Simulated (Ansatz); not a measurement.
A periodic model of amorphous Si24O50Zr:

```xyz
75
Lattice="10.4054 0.0000 0.0000 0.0000 10.4054 0.0000 0.0000 0.0000 10.4054" Properties=species:S:1:pos:R:3 pbc="T T T"
Si     1.7931     9.4258     2.6777
Si     1.2744     4.4528     9.5295
Si     9.8716     7.6072     3.1749
Si     9.2133     3.4051     0.4441
Si     6.9185     7.4411     3.2887
Si     7.9745     0.8778     1.6585
Si     6.7029     4.3586     9.6540
Si     4.3519     1.4506     4.9431
Si     8.4659     7.9440     5.8500
Si     7.6745     0.3711     5.9297
Si     6.2808     1.8418     8.2973
Si     0.7545     4.9462     2.0140
Si     2.7479     0.0694     7.1186
Si     2.7573     4.0008     4.2471
Si     6.5675     9.7166    10.1369
Si     3.5069    10.3744    10.3827
Si     2.7762     7.9068     5.2620
Si     4.0793     2.8669     9.7718
Si     5.9170    10.2445     3.3151
Si     7.0031     7.2205     8.2479
Si     9.0520     2.2278     4.1553
Si     2.1663     5.5194     6.7770
Si     1.3836     1.4041     4.8082
Si     4.9528     6.4132     6.4440
O      8.4487     9.4589     6.4700
O      1.7231     6.7854     5.8415
O      6.8481    10.3083     4.6305
O      8.3772     7.6284     2.5547
O      7.1400     8.4761     9.2667
O      7.7612     9.8503     0.8794
O      5.6557     7.5376     7.3897
O      6.6519     1.0143     6.9855
O      8.9483     1.0686     2.9638
O      2.5273     8.3770     3.7169
O      0.2170     6.2014     2.8633
O      0.3281     8.7630     2.3905
O      6.6808     5.8534     9.0586
O      7.1810     7.6109     4.9082
O      2.6678     9.0046     6.4623
O      4.7002     2.2917     8.3685
O      2.5409     9.7834     1.2258
O      7.9206     4.3896     0.3300
O      4.2688     7.2554     5.2157
O      1.2893     5.3672     0.5043
O      4.9297     9.5245     0.0436
O      3.7736     1.5589     0.3241
O      9.7581     7.7930     4.8268
O      8.7664     1.4915     5.5844
O      1.2443     5.2824     8.1109
O      6.0344     5.2862     5.9967
O      2.0673     4.2837     5.7022
O      6.5946     0.7981     9.4888
O      8.3100     7.0495     7.2371
O      4.0245     0.7870     6.3849
O      4.2014     4.5512     3.9601
O      8.0818     3.4963     3.9667
O      3.7162     5.6979     7.2753
O      6.3753     5.9557     3.0259
O      1.4839     0.3155     3.6291
O     10.3084     3.5367     9.6203
O      2.8674     2.2652     4.5059
O      6.4269     1.0132     2.2645
O      8.6067     1.9055     0.5636
O      1.4735     0.9028     6.3759
O      1.8959     4.2225     2.9067
O      4.4126     0.2855     3.7865
O      5.9487     8.6949     2.7974
O      5.2501     3.9012    10.3307
O      9.9991     3.8185     1.8092
O      0.2669     2.4981     4.4157
O      2.8615    10.3564     8.7846
O      2.6476     3.5758     9.5146
O      5.5385     2.4820     4.8856
O      7.1080     3.2370     8.5118
Zr     6.2123     4.3585     4.2734
```

Computed with PBE, scalar-relativistic without spin-orbit coupling (plane waves to 420 eV, PAW; Ansatz, a program for electronic structure).

A CHGNet melt-quench gave the starting glass, which DFT then relaxed. O atoms were pushed apart under 1.9 Å during the dynamics, to hinder bonds among them. The hot cell started wider than the set density and was brought back towards it in steps. It is the lowest in DFT energy of 2 quenches. It is a model cell: composition and starting density were chosen by hand, and all elements were melted together. No dispersion term was used. Its density started from a set value of 2.31 and ended at 2.31 g/cm³. Cooling (nominally 320 K/ps over its main leg) ran many orders faster than in experiment, which tends to leave more defects and strain. One small periodic cell is one sample of the glass; other quenches scatter about these values. The volume was held where the preparation left it, at a PBE pressure of 0.3 GPa. Stress components on the final sampling reach 2.2 GPa.

Neighbours within Si-Si 2.60 Å, Si-O 1.92 Å, Si-Zr 2.93 Å, O-O 1.58 Å, O-Zr 2.65 Å, Zr-Zr 3.41 Å count as bonded. Two cations that share two anions don't count as bonded, nor two that share one unless they lie closer than Si-Si 2.38 Å, Si-Zr 2.85 Å, Zr-Zr 3.32 Å.

Task: Give the coordination numbers, mean bond lengths and angles.

Result: 
The mean coordination of Si by anions comes out as 4.00 (24 with 4) and the mean coordination of O is 2.02 (49 with 2, 1 with 3). The mean coordination of Zr by anions comes out as 5.00 (1 with 5). The mean Si-O bond is 1.641 Å (spread 0.031 Å, 96 counted) and the mean O-Zr bond is 2.042 Å (spread 0.043 Å, 5 counted). The bond angle at Si comes out as mean 109.4°, spread 5.8° and the bond angle at O is mean 136.9°, spread 15.1°. The bond angle at Zr is mean 106.3°, spread 26.0°.

Task: Which atoms depart from the most common coordination of their element?

Result: O61 has 3 (Si23 1.74 Å, Si8 1.75 Å, Si14 1.76 Å).

Task: List the pairs of like atoms that count as bonded by the rules above.

Result: There are none by these rules.

Task: What Bader charges do the atoms carry, from a run on the zone centre alone?

Result: Means (range): Si +3.27 e (+3.25 to +3.30), O -1.62 e (-1.68 to -1.43), Zr +2.65 e (+2.65 to +2.65).
| atom | charge (e) |
|---|---|
| Si1 | +3.29 |
| Si2 | +3.28 |
| Si3 | +3.28 |
| Si4 | +3.28 |
| Si5 | +3.27 |
| Si6 | +3.26 |
| Si7 | +3.28 |
| Si8 | +3.25 |
| Si9 | +3.27 |
| Si10 | +3.30 |
| Si11 | +3.29 |
| Si12 | +3.29 |
| Si13 | +3.28 |
| Si14 | +3.26 |
| Si15 | +3.27 |
| Si16 | +3.26 |
| Si17 | +3.28 |
| Si18 | +3.28 |
| Si19 | +3.27 |
| Si20 | +3.29 |
| Si21 | +3.26 |
| Si22 | +3.28 |
| Si23 | +3.26 |
| Si24 | +3.27 |
| O25 | -1.64 |
| O26 | -1.64 |
| O27 | -1.67 |
| O28 | -1.64 |
| O29 | -1.64 |
| O30 | -1.62 |
| O31 | -1.64 |
| O32 | -1.65 |
| O33 | -1.64 |
| O34 | -1.64 |
| O35 | -1.65 |
| O36 | -1.63 |
| O37 | -1.65 |
| O38 | -1.65 |
| O39 | -1.65 |
| O40 | -1.64 |
| O41 | -1.63 |
| O42 | -1.64 |
| O43 | -1.64 |
| O44 | -1.64 |
| O45 | -1.63 |
| O46 | -1.63 |
| O47 | -1.64 |
| O48 | -1.65 |
| O49 | -1.63 |
| O50 | -1.43 |
| O51 | -1.64 |
| O52 | -1.66 |
| O53 | -1.63 |
| O54 | -1.64 |
| O55 | -1.49 |
| O56 | -1.51 |
| O57 | -1.65 |
| O58 | -1.47 |
| O59 | -1.65 |
| O60 | -1.63 |
| O61 | -1.68 |
| O62 | -1.64 |
| O63 | -1.64 |
| O64 | -1.62 |
| O65 | -1.64 |
| O66 | -1.64 |
| O67 | -1.63 |
| O68 | -1.63 |
| O69 | -1.64 |
| O70 | -1.62 |
| O71 | -1.62 |
| O72 | -1.65 |
| O73 | -1.51 |
| O74 | -1.64 |
| Zr75 | +2.65 |
